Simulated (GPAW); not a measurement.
Input and output of a self-consistent single point for Al₂Au (Fm-3m, 3 atoms in the cell) (GPAW).

Level of theory: PBE, GPAW PAW datasets PBE (gpaw-data 1.0.1) (plane waves; GPAW).

The change in words: lattice scaled by 0.98. Reference geometry:
```
CELL_PARAMETERS angstrom
      0.00000     3.02966     3.02966
      3.02966     0.00000     3.02966
      3.02966     3.02966     0.00000
ATOMIC_POSITIONS crystal
  Al 0.25000 0.25000 0.25000
  Al 0.75000 0.75000 0.75000
  Au 0.00000 0.00000 0.00000
```

Reference input (self-consistent single point, DFT PBE, plane waves, GPAW PAW datasets PBE (gpaw-data 1.0.1)): mode = pw; ecut = 600 eV; xc = PBE; kpts = 6 6 6; mesh shift (steps) = 0 0 0; occupations.name = fermi-dirac; occupations.width = 0.1 eV; nbands = -7; convergence.forces = 0.001 eV/Å; symmetry.symmorphic = false; symmetry.tolerance = 0.0005; maxiter = 150. This run's input differs from it in these lines:

```diff
@@ -5,5 +5,5 @@
 atoms = Atoms(['Al', 'Al', 'Au'],
-              cell=[[0.000000, 3.029656, 3.029656],
-                    [3.029656, 0.000000, 3.029656],
-                    [3.029656, 3.029656, 0.000000]],
+              cell=[[0.000000, 2.969063, 2.969063],
+                    [2.969063, 0.000000, 2.969063],
+                    [2.969063, 2.969063, 0.000000]],
               scaled_positions=[[0.250000, 0.250000, 0.250000],
```

The program printed (abridged):

```
     iter     time        total  log10-change:
                         energy   eigst   dens  force
iter:   1 --:--:--   -13.511047
iter:   2 --:--:--   -13.084649   -1.32  -0.99
iter:   3 --:--:--   -11.964164   -0.65  -1.01
iter:   4 --:--:--   -11.970593   -1.84  -1.27
iter:   5 --:--:--   -11.948003   -2.41  -1.25
iter:   6 --:--:--   -11.943468   -1.34  -1.70
iter:   7 --:--:--   -11.880287   -1.70  -1.86
iter:   8 --:--:--   -11.860239   -2.63  -1.84
iter:   9 --:--:--   -11.861582   -3.71  -2.97
iter:  10 --:--:--   -11.859903c  -3.88  -2.65
iter:  11 --:--:--   -11.860273c  -4.90  -3.15
iter:  12 --:--:--   -11.859925c  -4.88  -2.89
iter:  13 --:--:--   -11.859824c  -4.85  -3.09
iter:  14 --:--:--   -11.860289c  -4.22  -3.29
iter:  15 --:--:--   -11.860136c  -6.02  -2.90
iter:  16 --:--:--   -11.859827c  -4.38  -2.98
iter:  17 --:--:--   -11.859821c  -6.70  -3.88
iter:  18 --:--:--   -11.859821c  -7.78c -4.19c
iter:  19 --:--:--   -11.859821c  -8.70c -4.25c -16.39c
Converged after 19 iterations.

Dipole moment: (-0.000000, 0.000000, 0.000000) |e|*Ang

Energy contributions relative to reference atoms: (reference = -529805.117639)

Kinetic:         -3.565630
Potential:       +4.539947
External:        +0.000000
XC:             -13.092347
Entropy (-ST):   -0.027632
Local:           +0.272024
SIC:             +0.000000
--------------------------
Free energy:    -11.873637
Extrapolated:   -11.859821

Showing only first 2 kpts
 Kpt  Band  Eigenvalues  Occupancy
  0     6     10.36691    0.00000
  0     7     10.76257    0.00000
  0     8     10.76257    0.00000
  0     9     10.76257    0.00000

  1     6      8.49596    0.00141
  1     7      8.49596    0.00141
  1     8      8.60355    0.00048
  1     9      9.78332    0.00000

Fermi level: 7.77054

No gap
No difference between direct/indirect transitions
Energy (eV): -11.859821

Forces in eV/Ang:
  0 Al   -0.00000   -0.00000    0.00000
  1 Al    0.00000    0.00000    0.00000
  2 Au    0.00000    0.00000    0.00000

Stress tensor:
    -0.050018    -0.000000     0.000000
    -0.000000    -0.050018     0.000000
     0.000000     0.000000    -0.050018
Stress (GPa, Voigt): [-8.0137 -8.0137 -8.0137  0.      0.     -0.    ]
```

The run converged in 19 iterations. GPAW prints stress with tension positive. Against the reference run the free energy rises by 27.9 meV/atom and the pressure goes from 0.56 to 8.01 GPa.

The starting cell comes from a database of computed structures (which also holds hypothetical and non-ambient phases and stackings), without a prior relaxation at this level. Its lattice was rescaled by a random factor within 2.5 % of one. For this run, on top of that: lattice scaled by 0.98. With a pressure of about 8 GPa the cell is away from its equilibrium volume at this level.
